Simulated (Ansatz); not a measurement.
# The (212) surface of tetragonal indium in its 1x1 cell, outermost plane spacing 0.64 Å in the ideal cut

These are PBE (plane waves to 420 eV, PAW; Ansatz, an electronic-structure program) values and carry that method's errors.

Set-up: 17 atoms, 10.2 Å thick at the start (thin: gaps and levels are the slab's own); mesh 7x5x1; 0.1 eV smearing; dipole correction on; all atoms relaxed; symmetry of the start imposed; no spin, no spin-orbit, no U.

```yaml
work_function_of_the_top_face: 3.86 eV
energy_released_by_relaxation: 0.20 eV
cost: roughly 21 core-minutes
```
